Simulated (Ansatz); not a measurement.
LaOF (P4/nmm, No. 129, 6 atoms in the cell; start mp-7100) was calculated with r²SCAN+SOC (Ansatz, a first-principles code, PAW).

Run with plane-wave cutoff 560 eV, 8×8×6 k mesh (along the axes of the cell as run), Fermi–Dirac smearing 0.01 eV, PAW data made under PBE.

Cell (relaxed with PBEsol):

LaFO has the tetragonal space group P4/nmm, origin choice 1 (No. 129), Pearson symbol tP6. Conventional cell: a = 4.040 Å, b = 4.040 Å, c = 5.778 Å, α = 90.00°, β = 90.00°, γ = 90.00°. La on 2c sees 4 O at 2.375 Å and 4 F at 2.602 Å (cubic). O on 2b is surrounded by 4 La at 2.375 Å (tetrahedral). F on 2a sees 4 La at 2.602 Å (tetrahedral). (Neighbours: up to the widest gap in distance over summed covalent radii, below 1.35, at either atom; cation-cation and far metal-metal contacts left out.)

**Question.** Predict the band gap, smallest direct gap on the k points sampled and Γ–Γ gap.

**Answer.** 
- band gap: 5.11 eV (indirect)
- smallest direct gap on the k points sampled: 5.21 eV
- Γ–Γ gap: 5.88 eV

Note: cell and atoms aren't relaxed at this level (largest force component 0.15 eV/Å, pressure 3.3 GPa).

Cost on a shared machine: around 11 core-minutes (rough).

A start named mp-… is a Materials Project structure, which need not be a measured phase.
